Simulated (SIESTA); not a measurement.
**Input and output of a self-consistent single point for SnO (P4/nmm, 4 atoms in the cell) (SIESTA)**

Method: GGA PBE, numerical atomic orbitals DZP, PseudoDojo PBE standard norm-conserving potentials (rewritten from UPF to PSML) (SIESTA).

Input:

```
# files in the folder: Sn.psml O.psml (PseudoDojo PBE standard)
SystemName  SnO
SystemLabel siesta

NumberOfAtoms                4
NumberOfSpecies              2
%block ChemicalSpeciesLabel
  1 50 Sn
  2 8 O
%endblock ChemicalSpeciesLabel
LatticeConstant              1.0 Ang
%block LatticeVectors
     3.791260000    0.000000000    0.000000000
     0.000000000    3.791260000    0.000000000
     0.000000000    0.000000000    4.828868000
%endblock LatticeVectors
AtomicCoordinatesFormat      ScaledCartesian
%block AtomicCoordinatesAndAtomicSpecies
     1.895630000    0.000000000    3.679597416  1
     0.000000000    1.895630000    1.149270584  1
     1.895630000    1.895630000    0.000000000  2
     0.000000000    0.000000000    0.000000000  2
%endblock AtomicCoordinatesAndAtomicSpecies

XC.functional                GGA
XC.authors                   PBE
PAO.BasisSize                DZP
PAO.EnergyShift              0.01 Ry
MeshCutoff                   300 Ry
%block kgrid.MonkhorstPack
    7   0   0  0.0
    0   7   0  0.0
    0   0   6  0.0
%endblock kgrid.MonkhorstPack
OccupationFunction           FD
ElectronicTemperature        232.09 K

MaxSCFIterations             150
SCF.Mixer.Method             Broyden
SCF.Mixer.Weight             0.1
SCF.Mixer.History            8
SCF.DM.Tolerance             1.0E-04
Diag.ParallelOverK           true
WriteForces                  true
```

Log, with long lists cut:

```
reinit: Reading from file input.fdf

reinit: System Name: SnO
reinit: System Label: siesta

coor:   Atomic-coordinates input format  =     Cartesian coordinates
coor:                                          (in units of alat)

siesta: Atomic coordinates (Bohr) and species
siesta:      3.58222   0.00000   6.95343  1        1
siesta:      0.00000   3.58222   2.17181  1        2
siesta:      3.58222   3.58222   0.00000  2        3
siesta:      0.00000   0.00000   0.00000  2        4

siesta: System type = bulk

initatomlists: Number of atoms, orbitals, and projectors:      4    62    90

siesta: ******************** Simulation parameters ****************************
redata: Spin configuration                          = none
redata: Time-Reversal Symmetry                      = T
redata: Number of Atomic Species                    =        2
redata: Mesh Cutoff                                 =   300.0000 Ry
redata: Net charge of the system                    =     0.0000 |e|
redata: Min. number of SCF Iter                     =        0
redata: Max. number of SCF Iter                     =      150
redata: SCF convergence failure will abort job
redata: SCF mix quantity                            = Hamiltonian
redata: Mix DM or H after convergence               =   F
redata: Recompute H after scf cycle                 =   F
redata: Mix DM in first SCF step                    =   T
redata: No kicks to SCF
redata: DM Mixing Weight for Kicks                  =     0.5000
redata: Require Harris convergence for SCF          =   F
redata: Harris energy tolerance for SCF             =     0.000100 eV
redata: Require DM convergence for SCF              =   T
redata: DM tolerance for SCF                        =     0.000100
redata: Require EDM convergence for SCF             =   F
redata: EDM tolerance for SCF                       =     0.001000 eV
redata: Require H convergence for SCF               =   T
redata: Hamiltonian tolerance for SCF               =     0.001000 eV
redata: Require (free) Energy convergence for SCF   =   F
redata: (free) Energy tolerance for SCF             =     0.000100 eV
redata: Using DFT-D3 dispersion                     =   F
redata: Using Saved Data (generic)                  =   F
redata: Method of Calculation                       = Diagonalization
redata: Electronic Temperature                      =   232.0900 K
redata: Number of TDED substeps                     =        3
redata: Dynamics option                             = Single-point calculation
redata: Save all siesta data in one NC              =   F
redata: ***********************************************************************

%block SCF.Mixers
  Broyden
%endblock SCF.Mixers

%block SCF.Mixer.Broyden
  # Mixing method
  method broyden

  # Mixing options
  weight 0.1000
  weight.linear 0.1000
  weight.prime 0.1000
  history 8
%endblock SCF.Mixer.Broyden

DM_history_depth set to one: no extrapolation allowed by default for geometry relaxation
Size of DM history Fstack: 1
Total number of electrons:    40.000000
Total ionic charge:    40.000000

* ProcessorY, Blocksize:    1  63

* Orbital distribution balance (max,min):    62    62

k-point displ. along   3 input, could be:     0.00    0.50
 Kpoints in:          168 . Kpoints trimmed:          151

siesta: k-grid: Number of k-points = 151
siesta: k-points from Monkhorst-Pack grid
siesta: k-cutoff (effective) =    13.269 Ang
siesta: k-point supercell and displacements
siesta: k-grid:     7     0     0      0.000
siesta: k-grid:     0     7     0      0.000
siesta: k-grid:     0     0     6      0.000

diag: Algorithm                                     = D&C
diag: Parallel over k                               =   F
diag: Use parallel 2D distribution                  =   F
diag: Parallel block-size                           = 63
diag: Parallel distribution                         =     1 x     1
diag: Used triangular part                          = Lower
diag: Absolute tolerance                            =  0.100E-15
diag: Orthogonalization factor                      =  0.100E-05
diag: Memory factor                                 =  1.0000

superc: Internal auxiliary supercell:     5 x     5 x     5  =     125
superc: Number of atoms, orbitals, and projectors:    500   7750  11250

                        Single-point calculation

superc: Internal auxiliary supercell:     5 x     5 x     5  =     125
superc: Number of atoms, orbitals, and projectors:    500   7750  11250

outcell: Unit cell vectors (Ang):
        3.791260    0.000000    0.000000
        0.000000    3.791260    0.000000
        0.000000    0.000000    4.828868

outcell: Cell vector modules (Ang)   :    3.791260    3.791260    4.828868
outcell: Cell angles (23,13,12) (deg):     90.0000     90.0000     90.0000
outcell: Cell volume (Ang**3)        :     69.4085
new_DM -- step:     1
Initializing Density Matrix...

Attempting to read DM from file... Failed...
DM filled with atomic data:

InitMesh: MESH = 40 x 40 x 54 = 86400
InitMesh: Mesh cutoff (required, used) =   300.000   307.649 Ry

stepf: Fermi-Dirac step function

        iscf     Eharris(eV)        E_KS(eV)     FreeEng(eV)     dDmax    Ef(eV) dHmax(eV)
   scf:    1    -5178.655371    -5184.860307    -5184.860307  0.639812 -3.561880  8.634674
   scf:    2    -5188.628020    -5186.887318    -5186.887319  0.043447 -3.487804  5.623131
   scf:    3    -5189.054926    -5188.574424    -5188.574852  0.078098 -3.331619  1.615454
   scf:    4    -5188.186267    -5188.494019    -5188.494020  0.102056 -3.434513  2.075057
   scf:    5    -5188.775435    -5188.659605    -5188.659608  0.020017 -3.401872  0.882652
   scf:    6    -5188.709857    -5188.688000    -5188.688005  0.013502 -3.405819  0.468631
   scf:    7    -5188.699790    -5188.697930    -5188.697945  0.007312 -3.392939  0.014898
   scf:    8    -5188.697899    -5188.697945    -5188.697959  0.000593 -3.391980  0.023886
   scf:    9    -5188.697970    -5188.697969    -5188.697984  0.000973 -3.388811  0.005291
   scf:   10    -5188.697971    -5188.697971    -5188.697986  0.000073 -3.388761  0.000407

SCF Convergence by DM+H criterion
max |DM_out - DM_in|         :     0.0000728192
max |H_out - H_in|      (eV) :     0.0004071953
SCF cycle converged after 10 iterations

Using DM_out to compute the final energy and forces

siesta: E_KS(eV) =            -5188.6980

siesta: E_KS - E_eggbox =     -5188.6980

siesta: Atomic forces (eV/Ang):
     1   -0.000000   -0.000000   -0.905773
     2    0.000000    0.000000    0.905773
     3   -0.000000   -0.000000   -0.000000
     4    0.000000    0.000000    0.000000
   Tot    0.000000   -0.000000   -0.000000
   Max    0.905773
   Res    0.369780    sqrt( Sum f_i^2 / 3N )
   Max    0.905773    constrained

Stress tensor Voigt[x,y,z,yz,xz,xy] (kbar):      -74.03      -74.03      -53.35        0.00       -0.00        0.00
(Free)E + p*V (eV/cell)    -5185.7895
Target enthalpy (eV/cell)    -5188.6980

siesta: Program's energy decomposition (eV):
siesta: Ebs     =      -735.081211
siesta: Eions   =      4953.106609
siesta: Ena     =       301.890843
siesta: Ekin    =      3163.353791
siesta: Enl     =     -2272.498605
siesta: Eso     =         0.000000
siesta: Edftu   =         0.000000
siesta: DEna    =        -0.463484
siesta: DUscf   =         1.523095
siesta: DUext   =         0.000000
siesta: Ex      =     -1346.726563
siesta: Ec      =       -82.670438
siesta: Exc     =     -1429.397002
siesta: Eharris =     -5188.697971
siesta: Etot    =     -5188.697971
siesta: FreeEng =     -5188.697986

siesta: Atomic forces (eV/Ang):
siesta:      1   -0.000000   -0.000000   -0.905773
siesta:      2    0.000000    0.000000    0.905773
siesta:      3   -0.000000   -0.000000   -0.000000
siesta:      4    0.000000    0.000000    0.000000
siesta: ----------------------------------------
siesta:    Tot    0.000000   -0.000000   -0.000000

siesta: Stress tensor (static) (eV/Ang**3):
siesta:    -0.046207    0.000000    0.000000
siesta:     0.000000   -0.046207    0.000000
siesta:    -0.000000    0.000000   -0.033296

siesta: Cell volume =         69.408470 Ang**3

siesta: Pressure (static):
siesta:                Solid            Molecule  Units
siesta:           0.00045638          0.00057626  Ry/Bohr**3
siesta:           0.04190321          0.05291004  eV/Ang**3
siesta:          67.13634662         84.77123095  kBar
```

The run converged in 10 iterations.

The starting cell has typed, rounded lattice constants, without a prior relaxation at this level. Its lattice was rescaled by a random factor within 2.5 % of one. Values carry the incompleteness of an atom-centred basis. With a pressure of about 7 GPa the cell is away from its equilibrium volume at this level.

Cost on one core of a shared machine: roughly 30 s.
